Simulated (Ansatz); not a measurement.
The parent structure is GaP in the zinc blende structure (space group F-43m, No. 216).

```yaml
crystal:
  lattice:
    - [0.00000, 2.72566, 2.72566]
    - [2.72566, 0.00000, 2.72566]
    - [2.72566, 2.72566, 0.00000]
  atoms:
    - { symbol: Ga, position: [0.00000, 0.00000, 0.00000] }
    - { symbol: P, position: [0.25000, 0.25000, 0.25000] }
```

Cartesian axes are those of the cell as printed.

All numbers come from DFT with r2SCAN, PAW potentials and a 500 eV plane-wave cutoff in Ansatz (a quantum-chemistry and plane-wave program), no spin-orbit coupling.

Base values:

```
Quantity                                     Value
-----------------------------  -------------------
Valence-band top at Γ          0.00, 0.00, 0.00 eV
Shortest interatomic distance              2.360 Å
```

One thing is altered: uniaxial strain ε_zz = +2.00 %, all other strain components held at zero; the atoms relax in the strained cell.

### Question
Predict the new stress.

### Answer
The stress (xx, yy, zz, yz, xz, xy; compression positive) comes out as (-1.11, -1.11, -2.78, 0.00, 0.00, 0.00) GPa.

### Question
What happens to the valence-band top at Γ?

### Answer
The valence-band top at Γ (three highest levels, from the VBM) changes from 0.00, 0.00, 0.00 eV to 0.00, 0.00, -0.12 eV.

### Question
How does this affect the shortest interatomic distance?

### Answer
The shortest interatomic distance rises by 0.016 Å to 2.376 Å.

No phonon test of stability was made.
